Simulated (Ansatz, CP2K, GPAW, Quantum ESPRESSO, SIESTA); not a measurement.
## AsPb3 (P6_3/mmc, 8 atoms in the cell) computed with different codes at matched settings

Self-consistent single point.

```xyz
8
Lattice="6.9193 0.0000 0.0000 -3.4597 5.9923 0.0000 0.0000 0.0000 5.2392" Properties=species:S:1:pos:R:3 pbc="T T T"
As     3.4597     1.9974     1.3098
As     0.0000     3.9949     3.9294
Pb     1.8067     1.0431     3.9294
Pb     1.6529     4.9492     1.3098
Pb     0.0000     2.0862     1.3098
Pb     3.4597     3.9061     3.9294
Pb     5.1126     1.0431     3.9294
Pb    -1.6529     4.9492     1.3098
```

All programs got the same cell, k-point mesh and kind of occupations (in Ansatz's words: kpoints.mp_grid.grid = 3 3 3; scf.occupations.method = gaussian; scf.occupations.width = 0.0073 Ry); potentials, basis and cutoffs are each program's usual ones.

```json
[
 {"code": "CP2K", "model": "PBEsol, GPW, DZVP-MOLOPT-SR-GTH basis, GTH-PBE potentials (GTH_POTENTIALS)", "pressure (GPa)": "2.51", "largest force (eV/Å)": "0.124", "k-points": "14", "cutoff": "grid 400 Ry"},
 {"code": "GPAW", "model": "PBEsol, GPAW PAW datasets PBEsol (made by gpaw-setup)", "pressure (GPa)": "-0.11", "largest force (eV/Å)": "0.081", "k-points": "6", "cutoff": "550 eV"},
 {"code": "Ansatz", "model": "PBEsol, PAW files made with PBE", "pressure (GPa)": "0.18", "largest force (eV/Å)": "0.087", "k-points": "6", "cutoff": "default"},
 {"code": "SIESTA", "model": "GGA PBEsol, numerical atomic orbitals TZP, PseudoDojo PBEsol standard norm-conserving potentials (rewritten from UPF to PSML)", "pressure (GPa)": "0.07", "largest force (eV/Å)": "0.158", "k-points": "14", "cutoff": "grid 400 Ry"},
 {"code": "Quantum ESPRESSO", "model": "PBEsol, GBRV 1.5 ultrasoft (PBESOL) pseudopotentials", "pressure (GPa)": "0.08", "largest force (eV/Å)": "0.087", "k-points": "6", "cutoff": "40 Ry"}
]
```

No clean gap comes from CP2K, GPAW, Ansatz (a quantum-chemistry and plane-wave program), SIESTA and Quantum ESPRESSO: levels at the Fermi energy touch, overlap or are partly filled at this smearing.

The spread over the programs that give each value: pressure within 2.62 GPa; largest force within 0.077 eV/Å.

The starting cell comes from a database of computed structures (which also holds hypothetical and non-ambient phases and stackings), without a prior relaxation at this level. Its lattice was rescaled by a random factor within 2.5 % of one. On Ansatz's run: Spin-orbit coupling is off. The run gives no clean gap (levels at the Fermi energy touch, overlap or are partly filled at this smearing), which alone does not show that the compound is a metal. Without a gap this mesh is coarse (it stands for a supercell whose shortest vector is 16 Å).

Task: Why do the programs differ, and what cannot be compared?

Result: Differences of this kind can come from the potentials, where these differ, and from what each basis and cutoff leave unconverged. The valence holds different numbers of electrons (CP2K 34, GPAW 94, Ansatz 114, SIESTA 114, Quantum ESPRESSO 94). The zero of total energies and Fermi levels follows the potentials and each program's conventions, so they are not compared here. CP2K and SIESTA use small atom-centred bases, whose incompleteness enters pressures, forces and empty levels differently from a plane-wave cutoff. Ansatz's pressure is given at a fixed set of plane waves, as the other plane-wave codes print theirs. Ansatz's smearing width was typed in Ry to four decimals, so it matches the others to a few per cent. The programs reduce the same mesh by symmetry to different extents, which changes the work and not the result. In the pressure, CP2K (by 2.44) lies more than 1 GPa from the median of the plane-wave programs.

The shared mesh is coarse (it stands for a supercell whose shortest vector is 16 Å), so the values are not converged in it.

Left out of this page: ABINIT and FLEUR (with a known weakness of the program); Elk (unsound by tests on forces, stress, charge or solver warnings).

Keys are those of Ansatz 0.2.
